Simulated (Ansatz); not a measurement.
How far a parabola holds: energy against volume of CsCl-type CuZn

CsCl-type CuZn, treated with LDA in Ansatz (plane waves, PAW). Numerical settings: plane-wave cutoff 520 eV, 18×18×18 k mesh, Fermi–Dirac smearing 0.05 eV, no spin polarisation, scalar-relativistic PAW data made under PBE. The cell has no free parameter but its volume, all volumes share cutoff and mesh, and the runs aren't spin-polarised. Energies are free energies at the run's smearing, counted from the lowest row; static lattice.

| V (Å³/atom) | E (meV/atom) |
|---|---|
| 11.335 | 10.45 |
| 11.571 | 2.65 |
| 11.807 | 0.00 |
| 12.043 | 1.92 |
| 12.279 | 7.89 |
| 12.515 | ? |

Task: Fit E against V with a parabola, and predict the withheld value at V = 12.515.

Result: With u = V - 11.81, the rows have u = -0.47500, -0.23900, -0.00300, 0.23300, 0.46900. Least squares gives E = -0.012 - 2.232·u + 41.180·u². Residuals (row less fit): 0.111, -0.224, 0.005, 0.216, -0.109; standard error 0.246 (degrees of freedom: 2). The fitted curve has its minimum at V = 11.8, where E = -0.04. Its curvature is d²E/dV² = 2 × 41.180 meV/Å⁶, so B = V0·d²E/dV² × 0.1602 = 156 GPa. At the withheld row, u = 0.70500, so E = -0.012 - 2.232 × 0.70500 + 41.180 × 0.70500² = 18.882 meV/atom. The calculation gives 17.46 meV/atom, 1.422 meV/atom below the prediction (8.1 % of the range of E in the table). The row lies outside the fitted rows, so this is an extrapolation. From the scatter of the fitted rows alone, a prediction at this place has a standard error of 0.582 meV/atom, so the miss is 2.4 times that.

The residuals are curvature that a parabola lacks, not noise. A solid that stiffens under compression and softens on expansion lies above the parabola at the compressed end and under it at the expanded end, as this row does. A third-order Birch-Murnaghan fit to the whole scan has B0 = 154 GPa. Only scans are tabulated whose curvature falls smoothly with volume, and where the parabola meets the shown rows within 5 % of their range and misses the end by 0.1 meV or more.

Measured, for comparison: bulk modulus 116 GPa (temperature not stated, not corrected to a static lattice; as tabulated in Nepal et al. (2020), arXiv:2007.11150). Computed less measured: bulk modulus +33 %.

Ansatz is a first-principles code.
